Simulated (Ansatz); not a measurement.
## BAs, response to strain

Base system: BAs in the zinc blende structure (space group F-43m, No. 216; a = 4.732 Å). Axes: x, y, z lie along the cube axes.

Strains are applied to the cell and any free atomic positions relax; under biaxial strain the out-of-plane vector relaxes too.

The values are results of LDA (Ansatz, a quantum-chemistry and plane-wave program, PAW, no SOC), not measurements.

Candidates:
(a) biaxial strain +1.25 %, plane normal [111], relaxed out of plane
(b) biaxial strain −2.50 %, plane normal [111], relaxed out of plane
(c) biaxial strain −1.25 %, plane normal [111], relaxed out of plane
(d) biaxial strain +0.42 %, plane normal [111], relaxed out of plane
(e) biaxial strain −0.83 %, plane normal [111], relaxed out of plane

Before the change:

```
Quantity               Value
-------------------  -------
Smallest direct gap  3.29 eV
```

**Question.** Order them by smallest direct gap, highest first.

**Answer.** (d) biaxial strain +0.42 %, plane normal [111], relaxed out of plane (3.22 eV), (e) biaxial strain −0.83 %, plane normal [111], relaxed out of plane (3.16 eV), (a) biaxial strain +1.25 %, plane normal [111], relaxed out of plane (3.11 eV), (c) biaxial strain −1.25 %, plane normal [111], relaxed out of plane (3.08 eV), (b) biaxial strain −2.50 %, plane normal [111], relaxed out of plane (2.83 eV)

Whether these cells are dynamically stable was not tested.
